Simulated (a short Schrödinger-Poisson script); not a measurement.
Solved with a short Schrödinger-Poisson script written for these runs: 1D Poisson equation in equilibrium, electrons quantum, Hartree plus LDA exchange-correlation (BenDaniel-Duke, 40 states a valley, the channel's in-plane mass for all, wave functions free to enter the barrier), parabolic valleys, classical holes, donors ionised by Fermi statistics, acceptors fully, no traps, pinning or gate leakage.

System: gated Al0.33Ga0.67As/GaAs modulation-doped gas, at 77 K.

From the gate side: 20 nm Al0.33Ga0.67As; 20 nm Al0.33Ga0.67As, donors 2.6e18 cm⁻³; 5 nm Al0.33Ga0.67As; 6000 nm GaAs, acceptors 1e14 cm⁻³.

Constants are typed, rounded textbook-type inputs, not results; the design itself was drawn at random and stands for no fabricated device. Al0.33Ga0.67As: permittivity 11.96, conduction-band edge (eV) 0.261, gap (eV) 1.836, electron mass (mₑ) 0.0944, Nv at 300 K (cm⁻³) 9e18. GaAs: permittivity 12.9, conduction-band edge (eV) 0, gap (eV) 1.424, Nv at 300 K (cm⁻³) 9e18.

Channel valleys (confinement mass, in-plane density-of-states mass, number): Γ 0.067, 0.067, 1. At the gate the conduction-band edge of layer 1 lies 1.01 eV − eVg above the Fermi level of the channel; the field vanishes at the back. Donor level 0.02 eV below the band edge. The barrier under the gate holds no holes. Gaps are held at their typed values at every temperature. Mesh 0.08 nm at interfaces.

Question: Give the sheet density of all electrons at Vg = 0.5 V (cm⁻²); the sheet density of all electrons at Vg = -1 V (cm⁻²); the centroid of the channel electrons at Vg = 0.5 V (nm).

Answer: sheet density of all electrons at Vg = 0.5 V (cm⁻²): 1.16e12; sheet density of all electrons at Vg = -1 V (cm⁻²): 7.41e11; centroid of the channel electrons at Vg = 0.5 V (nm): 6.40.
